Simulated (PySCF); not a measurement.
PySCF 2.14.0, HF/def2-svp, df: Se(OMe)(NH2) (CO[Se]N), 9 atoms. The geometry is a generated start, not checked to be a minimum at this level.

```yaml
task: energy
method: hf
basis: def2-svp
two_electron_scheme: density fitting
mol.max_memory: 3000 MB
mf.max_cycle: 100
mf.init_guess: minao (default)
mf.DIIS: CDIIS (default)
mf.diis_space: 8 (default)
mf.conv_tol: 1e-09 (default)
basis_functions: 99
```

```xyz
9

Se    -0.3259    -0.2107     1.6172
O      0.7954     0.6781     0.4639
C      1.3239    -0.0112    -0.6416
H      0.6080    -0.0336    -1.4736
H      2.2111     0.5437    -0.9527
H      1.6154    -1.0365    -0.3954
N     -1.9428    -0.1024     0.7993
H     -2.0405    -0.6725    -0.0333
H     -2.2446     0.8451     0.6163
```

One run each on 2 threads, 1 BLAS thread. Values of level_shift (Hartree) tried: 0 (default), 0.1, 0.3, 1.

Problem. Which value of level_shift (Hartree) needs the fewest Fock builds, and what happens away from it?

Solution. Fewest Fock builds, within one of each other: 0 (default) with 13, 0.1 with 14. The count rises to 24 at 1. All converge to one solution.

```
level_shift (Hartree)  Fock builds            end
---------------------  -----------  -------------
0 (default)                     13  same solution
0.1                             14  same solution
0.3                             16  same solution
1                               24  same solution
```
